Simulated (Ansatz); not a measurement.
## Several settings converged on Na2CdSn (P3m1, 8 atoms in the cell)

```yaml
crystal:
  lattice:
    - [4.97037, 0.00000, 0.00000]
    - [-2.48519, 4.30447, 0.00000]
    - [0.00000, 0.00000, 10.01235]
  atoms:
    - { symbol: Na, position: [0.66667, 0.33333, 0.58774] }
    - { symbol: Na, position: [0.33333, 0.66667, 0.41725] }
    - { symbol: Na, position: [0.33333, 0.66667, 0.08275] }
    - { symbol: Na, position: [0.66667, 0.33333, 0.91725] }
    - { symbol: Cd, position: [0.00000, 0.00000, 0.75000] }
    - { symbol: Cd, position: [0.00000, 0.00000, 0.25000] }
    - { symbol: Sn, position: [0.33333, 0.66667, 0.75000] }
    - { symbol: Sn, position: [0.66667, 0.33333, 0.25000] }
```

Base method: PBEsol, default PAW files made with PBE (plane waves; Ansatz, a first-principles code).

Base settings: basis.ecutwfc = 420 eV; kpoints.mp_grid.grid = 7 7 3; hamiltonian.xc = pbesol; hamiltonian.pseudopotentials = {kind: paw} (the program's default PAW files); scf.occupations.method = fermi_dirac; scf.occupations.width = 0.1 eV.

The count of work is k-points × plane waves × bands × iterations; it is no time. Core times come from one kind of shared machine, to one figure; runs under 30 s give none.

**The k-point mesh at a smearing width of 0.02 eV**

In this ladder: scf.occupations.width = 0.02 eV.

Only quantities that move along the ladder and can be compared are tabulated.

```tsv
kpoints.mp_grid.grid	free energy less the last step's (meV/atom)	pressure (GPa)	largest difference of a force vector from the last step's (eV/Å)	count of work / last	core time / last (rough)
3 3 2	104.74	-0.15	0.057	0.025	–
5 5 2	19.66	0.05	0.016	0.038	–
7 7 3	5.06	-0.04	0.014	0.075	–
10 10 5	1.00	0.00	0.004	0.19	0.2
15 15 7	0.15	0.02	0.003	0.54	0.6
18 18 8	0.00	0.04	0.000	1.0	1
```

Coarsest kpoints.mp_grid.grid that holds the pressure within 0.1 GPa of the last step, with all finer ones: 5 5 2, at 0.038 of the last step's count of work; the step before is off by 0.19 GPa.

Coarsest kpoints.mp_grid.grid that holds the free energy within 0.5 meV/atom of the last step, with all finer ones: 15 15 7; the step before is off by 1.0 meV/atom.

**The width of Fermi-Dirac smearing**

In this ladder: kpoints.mp_grid.grid = 12 12 5.

Narrow widths need finer meshes than wide ones, so the last steps can hold mesh noise.

Only quantities that move along the ladder and can be compared are tabulated; pressure and forces are left out, as mesh noise rules them at narrow widths.

```tsv
scf.occupations.width	free energy less the last step's (meV/atom)	energy extrapolated to zero width less the last step's (meV/atom)	core time / last (rough)
1 eV	-519.88	71.73	2
0.5 eV	-95.07	28.53	1
0.3 eV	-22.99	8.66	1
0.1 eV	0.00	0.00	1
```

Widest scf.occupations.width that holds the energy extrapolated to zero width within 2 meV/atom: not settled: the last two steps still differ by 8.7 meV/atom, over half the tolerance, so the ladder does not show it.

Widest scf.occupations.width that holds the free energy within 5 meV/atom: not settled: the last two steps still differ by 23 meV/atom, over half the tolerance, so the ladder does not show it.

On the base run: the starting cell comes from a database of computed structures (which also holds hypothetical and non-ambient phases and stackings), without a prior relaxation at this level. Its lattice was rescaled by up to half a per cent. One atom was moved a little off its site on purpose. Ansatz's pressure includes its estimate of the finite-basis (Pulay) stress.

Left out of this page: 2 runs of the series outside the window shown, repeating another row's setting, or not comparable.

Keys are those of Ansatz 0.2.
